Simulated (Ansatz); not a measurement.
Structures of equal composition on the (111) surface of fcc Pd: a layer of Mg in place of the second plane; a layer of Mg in place of the third plane. The slabs share one bottom face, and each structure is named by its start. These are constructed structures in small cells; real faces may alloy, dewet or reconstruct in larger ones, and not all known structures of the face are among them. Slabs of about 11 Å with all that they carry, Fermi-Dirac smearing of 0.1 eV. Bottom of the slabs: a bare face, its two planes held. Relaxed from the named starts with such symmetry as they have, on meshes of like density; energies extrapolated to zero smearing; no spin-orbit coupling, no U. Spin-polarised runs, if any, are marked in brackets, and their order is one that fits the cell; the others ran without spin.

Method: PBE (plane waves to 420 eV, PAW; Ansatz, a quantum-chemistry and plane-wave program).

Order them by energy per 1x1 cell (lowest first) at the level PBE.

a layer of Mg in place of the second plane (0.000 eV), a layer of Mg in place of the third plane (0.220 eV)
